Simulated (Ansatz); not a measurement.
The reference is CdSe in the zinc blende structure (space group F-43m, No. 216; a = 6.1964 Å).

Modification: hydrostatic tension (pressure −2 GPa).

Level of theory: plane-wave PAW DFT at the PBE level (Ansatz, a quantum-chemistry and plane-wave program, 420 eV), scalar-relativistic without spin-orbit coupling.

Base, band edges from the VBM (valence, conduction): X -1.67, 3.25; W -1.98, 4.79; L -0.67, 2.32; Γ 0.00, 0.49; K -1.36, 3.71; U -1.36, 3.71 eV.

Question: Give the band edges at the high-symmetry points of the new zone, measured from its valence-band maximum.

Answer: 
```csv
point,valence edge (eV),conduction edge (eV)
Γ,0.00,0.39
X,-1.52,3.32
U,-1.24,3.67
K,-1.24,3.67
L,-0.61,2.25
W,-1.79,4.57
```

The gap is 0.39 eV, direct at Γ.

Load acts through the strain it causes; cell and atoms are relaxed under it. Stability against distortions was not tested.
